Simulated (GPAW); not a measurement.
**Worked example: self-consistent single point of K3Al (Pm-3m, 4 atoms in the cell) in GPAW**

Level of theory: PBEsol, GPAW PAW datasets PBEsol (made by gpaw-setup) (plane waves; GPAW 25.7.0).

The input file:

```python
from ase import Atoms
from ase.units import GPa
from gpaw import GPAW, PW, FermiDirac

atoms = Atoms(['K', 'K', 'K', 'Al'],
              cell=[[5.771870, 0.000000, 0.000000],
                    [0.000000, 5.771870, 0.000000],
                    [0.000000, 0.000000, 5.771870]],
              scaled_positions=[[0.000000, 0.500000, 0.500000],
                                [0.500000, 0.000000, 0.500000],
                                [0.500000, 0.500000, 0.000000],
                                [0.000000, 0.000000, 0.000000]],
              pbc=True)

calc = GPAW(mode=PW(600),
            xc='PBEsol',
            kpts=(5, 5, 5),
            occupations=FermiDirac(0.05),
            nbands=-12,
            convergence={'density': 1e-05, 'energy': 1e-05},
            symmetry={'symmorphic': False, 'tolerance': 0.0005},
            maxiter=120,
            txt='-')

atoms.calc = calc

energy = atoms.get_potential_energy()
print('Energy (eV):', round(energy, 6))
forces = atoms.get_forces()
print('Forces (eV/Ang):')
print(forces.round(5))
stress = atoms.get_stress()
print('Stress (GPa, Voigt):', (stress / GPa).round(4))
```

Log, with long lists cut:

```
Input parameters:
  convergence: {density: 1e-05,
                energy: 1e-05}
  kpts: [5 5 5]
  maxiter: 120
  mode: {ecut: 600.0,
         name: pw}
  nbands: -12
  occupations: {fixmagmom: False,
                name: fermi-dirac,
                width: 0.05}
  symmetry: {symmorphic: False,
             tolerance: 0.0005}
  xc: PBEsol

species:
  K:
    name: Potassium
    Z: 19.0
    valence: 9
    core: 10
    charge: 0.0
    file: K.PBEsol.gz

    # Using partial waves for K as LCAO basis

  Al:
    name: Aluminium
    Z: 13.0
    valence: 3
    core: 10
    charge: 0.0
    file: Al.PBEsol.gz

    # Using partial waves for Al as LCAO basis

Reference energy: -55671.404404  # eV

Spin-paired calculation

Convergence criteria:
 Maximum [total energy] change in last 3 cyles: 1e-05 eV / valence electron
 Maximum integral of absolute [dens]ity change: 1e-05 electrons / valence electron
 Maximum integral of absolute [eigenst]ate change: 4e-08 eV^2 / valence electron
 Maximum number of scf [iter]ations: 120

Symmetries present (total): 48
Symmetries with fractional translations: 0
125 k-points: 5 x 5 x 5 Monkhorst-Pack grid
10 k-points in the irreducible part of the Brillouin zone
       k-points in crystal coordinates                weights
   0:     0.00000000    0.00000000    0.00000000          1/125
   1:     0.20000000    0.00000000    0.00000000          6/125
   2:     0.20000000    0.20000000    0.00000000         12/125
   [... 7 lines left out ...]

Wave functions: Plane wave expansion
  Cutoff energy: 600.000 eV
  Number of coefficients (min, max): 6390, 6443
  Pulay-stress correction: 0.000000 eV/Ang^3 (de/decut=0.000000)

Occupation numbers: Fermi-Dirac:
  width: 0.0500  # eV

Eigensolver

Densities:
  Coarse grid: 35*35*35 grid
  Fine grid: 70*70*70 grid
  Total Charge: 0.000000

Density mixing:
  Method: separate
  Backend: pulay
  Linear mixing parameter: 0.05
  old densities: 5
  Damping of long wavelength oscillations: 50

Hamiltonian:
  XC and Coulomb potentials evaluated on a 70*70*70 grid
  External potential:
    NoExternalPotential

XC parameters: PBEsol with 2 nearest neighbor stencil

Number of atoms: 4
Number of atomic orbitals: 19
Number of bands in calculation: 27
Number of valence electrons: 30
Bands to converge: occupied

Density initialized from atomic densities
  19 bands from LCAO basis set
  8 bands from random numbers

Atomic positions and initial magnetic moments

Positions:
   0 K      0.000000    2.885935    2.885935    ( 0.0000,  0.0000,  0.0000)
   1 K      2.885935    0.000000    2.885935    ( 0.0000,  0.0000,  0.0000)
   2 K      2.885935    2.885935    0.000000    ( 0.0000,  0.0000,  0.0000)
   3 Al     0.000000    0.000000    0.000000    ( 0.0000,  0.0000,  0.0000)

Unit cell:
           periodic     x           y           z      points  spacing
  1. axis:    yes    5.771870    0.000000    0.000000    35     0.1649
  2. axis:    yes    0.000000    5.771870    0.000000    35     0.1649
  3. axis:    yes    0.000000    0.000000    5.771870    35     0.1649

  Lengths:   5.771870   5.771870   5.771870
  Angles:   90.000000  90.000000  90.000000

Effective grid spacing dv^(1/3) = 0.1649

     iter     time        total  log10-change:
                         energy   eigst   dens
iter:   1 --:--:--    -7.835225
iter:   2 --:--:--    -7.600631   -1.85  -1.18
iter:   3 --:--:--    -6.726327   -1.52  -1.23
iter:   4 --:--:--    -6.710680   -2.82  -1.53
iter:   5 --:--:--    -6.680494   -2.36  -1.55
iter:   6 --:--:--    -6.696555   -2.69  -1.97
iter:   7 --:--:--    -6.685888   -3.99  -2.09
iter:   8 --:--:--    -6.680188   -3.22  -2.28
iter:   9 --:--:--    -6.680154   -4.65  -3.01
iter:  10 --:--:--    -6.680240c  -5.41  -2.90
iter:  11 --:--:--    -6.679992c  -4.69  -3.14
iter:  12 --:--:--    -6.679992c  -6.53  -3.86
iter:  13 --:--:--    -6.679990c  -6.96  -3.86
iter:  14 --:--:--    -6.679994c  -6.44  -3.96
iter:  15 --:--:--    -6.679988c  -6.43  -3.94
iter:  16 --:--:--    -6.679988c  -8.05c -4.25
iter:  17 --:--:--    -6.679990c  -8.05c -4.39
iter:  18 --:--:--    -6.679989c  -7.64c -4.68
iter:  19 --:--:--    -6.679989c  -9.14c -5.11c

Converged after 19 iterations.

Dipole moment: (-0.000000, 0.000000, -0.000000) |e|*Ang

Energy contributions relative to reference atoms: (reference = -55671.404404)

Kinetic:         -9.365468
Potential:      +12.104533
External:        +0.000000
XC:              -7.323479
Entropy (-ST):   -0.017715
Local:           -2.086717
SIC:             +0.000000
--------------------------
Free energy:     -6.688846
Extrapolated:    -6.679989

Showing only first 2 kpts
 Kpt  Band  Eigenvalues  Occupancy
  0    13      1.26510    1.99999
  0    14      2.50312    0.00001
  0    15      2.50312    0.00001
  0    16      2.50312    0.00001

  1    13      0.96551    2.00000
  1    14      2.25281    0.00139
  1    15      2.48191    0.00001
  1    16      2.48191    0.00001

Fermi level: 1.88910

No gap
No difference between direct/indirect transitions
Energy (eV): -6.679989

Forces in eV/Ang:
  0 K     0.00000    0.00000    0.00000
  1 K     0.00000    0.00000    0.00000
  2 K     0.00000   -0.00000    0.00000
  3 Al    0.00000    0.00000    0.00000

Stress tensor:
     0.002628     0.000000     0.000000
     0.000000     0.002628     0.000000
     0.000000     0.000000     0.002628
Stress (GPa, Voigt): [0.421 0.421 0.421 0.    0.    0.   ]
```

The run converged in 19 iterations. GPAW prints stress with tension positive.

The starting cell comes from a database of computed structures (which also holds hypothetical and non-ambient phases and stackings), without a prior relaxation at this level.

Cost on one core of a shared machine: roughly 60 s.
